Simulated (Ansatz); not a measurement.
We consider Cd2SnO4 (Imma, No. 74, 14 atoms in the cell; start mp-675857), described by PBEsol+SOC (plane waves, PAW; Ansatz, an electronic-structure program).

Excerpt of the program's output:

```
Crystal: 14 atoms, lattice volume = 195.248 Å³
Basis set: ecut = 520 eV, 5227 PW (Γ), exchange–correlation on 100×100×100 points (8 copies of the dense FFT grid, shifted against one another)
Bands: 188, of which v1, the nominal top of the filled ones, is band 156 counted from 1 (155 counted from 0)
Symmetry: 8 space group operations + 8 with time reversal
k-points: 46 of 216
Initial density: superposition of atomic densities (chi_scale 0.1, normalization cell, long waves kept (reshape's long-wave potential 0.17 eV rms))
Functional: x = pbesol(κ = 0.804, μ = 0.12345679012345678), c = pbesol(β = 0.046)
spin=Noncollinear: Resta preconditioning applied to the charge; magnetization (m_x, m_y, m_z) channels mix plain (no charge-response kernel on spin).
SCF 1 converged in 13 iterations: F = -49136.013096 eV  dr2 = 3.64e-10
SCF converged after 13 iterations
Free energy (F): -49136.013096 eV
Internal energy: -49136.013096 eV  (E = F + TS)
E sigma→0 (E₀):  -49136.013096 eV
Fermi energy:    9.785796 eV
--- Stress (GPa, compression-positive) ---
       -0.049567       0.000000       0.000000
        0.000000      -0.044763       0.000000
        0.000000       0.000000      -0.066035
  P = ⅓ Tr σ = -0.0535 GPa (-0.535 kbar)
```

Question: Write an input file that could have produced this run (the log leaves some choices open).

Answer: Several could match; the one computed here: 
Ansatz 0.2 input:
```yaml
crystal:
  lattice:
    - [-3.199504954, 3.2353619643, 4.7154304424]
    - [3.199504954, -3.2353619643, 4.7154304424]
    - [3.199504954, 3.2353619643, -4.7154304424]
  atoms:
    - { symbol: Cd, position: [0.3898642351, 0.1398642351, 0.25] }
    - { symbol: Cd, position: [0.6101357649, 0.8601357649, 0.75] }
    - { symbol: Cd, position: [0.0, 0.0, 0.5] }
    - { symbol: Cd, position: [0.0, 0.5, 0.0] }
    - { symbol: Sn, position: [0.0, 0.5, 0.5] }
    - { symbol: Sn, position: [0.5, 0.5, 0.0] }
    - { symbol: O, position: [0.2497854107, 0.2814677894, 0.5316823786] }
    - { symbol: O, position: [0.7502145893, 0.7185322106, 0.4683176214] }
    - { symbol: O, position: [0.2497854107, 0.7181030321, 0.9683176214] }
    - { symbol: O, position: [0.7502145893, 0.2818969679, 0.0316823786] }
    - { symbol: O, position: [0.2728935397, 0.2837130136, 0.9891805261] }
    - { symbol: O, position: [0.7271064603, 0.7162869864, 0.0108194739] }
    - { symbol: O, position: [0.7945324875, 0.2837130136, 0.5108194739] }
    - { symbol: O, position: [0.2054675125, 0.7162869864, 0.4891805261] }
basis:
  ecutwfc: 520
  ecutrho_ratio: 4
  xc_grid: 2
kpoints:
  mp_grid: { grid: [6, 6, 6] }
hamiltonian:
  xc: pbesol
  dispersion: none
  pseudopotentials: { kind: paw }
scf:
  occupations: { method: fermi_dirac, width: 0.01 }
  convergence: { dr2_threshold: 0.0000000014 }
output:
  forces: true
  stress: true
  eigenvalues: true
magnetization:
  noncollinear: true
  spin_orbit: true
```

The PAW data were made under PBE.

Cost on a shared machine: roughly 6 core-minutes.

A start named mp-… is a Materials Project structure, which need not be a measured phase.
